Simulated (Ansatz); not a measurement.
The starting structures come from a database of crystals and need not be the phases stable at ambient conditions.

By PBEsol, the system below comes out a metal.

The ballistic (Sharvin) conductance counts the channels at the Fermi level: G/A = (e²/h) × channels of both spins per area.

Here is the system:

```
NbSi2
1.0
    4.70974     0.00000     0.00000
   -2.35487     4.07876     0.00000
    0.00000     0.00000     6.58816
Nb Si
3 6
Cartesian
  2.35487   0.00000   4.39211
  1.17744   2.03938   2.19605
 -1.17744   2.03938   0.00000
 -1.23810   3.43399   2.19605
  1.11677   0.64477   0.00000
  0.00000   1.28954   4.39211
  3.59297   0.64477   2.19605
  1.23810   3.43399   0.00000
  2.35487   2.78922   4.39211
```

Space group of this cell: P6_422. The cell is strained (lengths across the current scaled by 0.98, ions clamped); by PBEsol its mean pressure is 4.2 GPa.

The current flows along the normal of the first two printed cell vectors, the (001) (indices of the unstrained crystal) plane of the conventional cell. No spin-orbit coupling; the value is a mean over 0.1 eV about the Fermi level.

Problem. Estimate the ballistic conductance per area that PBEsol in Ansatz (an electronic-structure program) returns for this system.

Solution. 0.37 × 10¹⁵ S/m² for both spins.
